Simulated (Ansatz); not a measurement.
# LaRu2P2, response to strain

The parent structure is LaRu₂P₂ (space group I4/mmm, No. 139; a = 4.014 Å, c = 10.602 Å; a cell from a computed database, its experimental status unchecked). Axes: x, y, z lie along a, b, c of the conventional cell.

Strains are applied to the cell and any free atomic positions relax.

Level of theory: PBEsol in Ansatz (plane waves to 420 eV, PAW, no spin-orbit coupling).

Notes on the quantities. pressure: mean of the normal stresses, compression positive; energy relative to the base: free energy F.

```tsv
change	pressure	volume per atom	energy relative to the base	largest internal atomic displacement
base	0.0 GPa	17.08 Å³	0 meV/atom	–
isotropic strain +1.27 %	-5.1 GPa	17.74 Å³	+11 meV/atom	0.028 Å
uniaxial strain ε_zz = +3.37 %	-2.9 GPa	17.65 Å³	+6.6 meV/atom	0.035 Å
tensor shear ε_xz = −0.77 %	0.0 GPa	17.08 Å³	+0.8 meV/atom	0.015 Å
tensor shear ε_xy = +1.42 %	0.2 GPa	17.07 Å³	+6.3 meV/atom	–
```

Without a gap, meshes like the base's 16×16×16 leave anisotropic stresses uncertain by several tenths of a GPa, and small strain energies with them. No phonon test of stability was made. All final runs are without spin polarisation. An odd electron count without spin: LaRu2P2.

Ansatz is an electronic-structure program.
